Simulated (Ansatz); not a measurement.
Competing hops of Sn-vacancy pair in hcp Ru, neutral cell

Defect migration in hcp Ru: Sn-vacancy pair (Sn on one host Ru site, one Ru site vacant), neutral cell. Computed with PBE, PAW (plane waves to 420 eV; Ansatz, a first-principles code).

36-site cell at the relaxed PBE lattice, a 2×2×2 k-point mesh shifted by half a step along c, smearing 0.10 eV, spin-restricted, no finite-size correction. No zero-point or tunnelling terms. Forms of the defect that were not tried may lie lower.

Barriers: single points on a 4×4×4 k-point mesh shifted by half a step along c at the bands' geometries.

```csv
Route,Start site over the lowest site run (eV),Hop (Å),Forward barrier (eV),Backward barrier (eV),Neighbours at the start,Neighbours at the saddle,Saddle order,"Forward, on the band's own sampling (eV)"
Sn and the vacancy change places (Sn-vacancy distance between ideal sites 2.66 Å throughout),0.00,2.29,0.73,0.73,"2 Ru at 2.67, 2 Ru at 2.71, 2 Ru at 2.78, Ru at 2.79, 4 Ru at 2.86 Å","4 Ru at 2.53, 4 Ru at 3.05 Å",first order,0.72
Sn and the vacancy change places (Sn-vacancy distance between ideal sites 2.72 Å throughout),0.14,2.44,0.75,0.75,"2 Ru at 2.70, 3 Ru at 2.73, Ru at 2.76, 2 Ru at 2.78, Ru at 2.82, Ru at 2.84, Ru at 2.93 Å","Ru at 2.50, 2 Ru at 2.53, Ru at 2.65, 4 Ru at 2.92 Å",first order,0.72
```

Paths come from nudged elastic bands with a climbing image. Of the routes that converged and passed our checks, the lowest saddle point lies 0.73 eV above the lowest of the sites run (Sn and the vacancy change places (Sn-vacancy distance between ideal sites 2.66 Å throughout)); other sites, such as split forms, and other routes may lie lower.
